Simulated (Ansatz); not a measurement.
Si vacancy + 1 H in alpha quartz (start: the Si site; 1 H on the vacancy's neighbours; 72-site cell, 2×2×2 Γ-centred sampling). Level of theory: PBE, PAW (plane waves to 420 eV; Ansatz, a quantum-chemistry and plane-wave program). Total energies of the localised charge states, counted from that of charge 0, and their image corrections (point charge with alignment); the host's valence-band maximum lies at 1.990 eV on the cells' energy zero and its gap is 5.68 eV.

```
charge         moment (μB)  E − E(first) (eV)  correction (eV)
------  ------------------  -----------------  ---------------
0                      3.0              0.000            0.000
−1                     2.0              2.718            0.610
−2                     1.0              6.225            1.995
−3      not spin-polarised             10.160            4.079
```

Task: Derive the transition levels above the valence-band maximum and say which of them are thermodynamic.

Result: A level is the Fermi energy at which two charges have equal formation energy: ε(q/q′) = [E(q′) + corr(q′) − E(q) − corr(q)] / (q − q′) − E_VBM.
ε(0/−1) = [(2.718 + 0.610) − (0.000 + 0.000)] / 1 − 1.990 = 1.34 eV
ε(−1/−2) = [(6.225 + 1.995) − (2.718 + 0.610)] / 1 − 1.990 = 2.90 eV
ε(−2/−3) = [(10.160 + 4.079) − (6.225 + 1.995)] / 1 − 1.990 = 4.03 eV
Thermodynamic levels at least 0.1 eV inside the gap: (0/−1) at 1.34 eV; (−1/−2) at 2.90 eV; (−2/−3) at 4.03 eV. Corrections reach 4.08 eV, so the outer levels may be off by several tenths of an eV. Only the charges listed were compared. The geometries come from one start. Flagged in the runs: a doubtful potential alignment, a host whose relaxation on this sampling wasn't shown to rest, a strain field that reaches the edge of the cell.
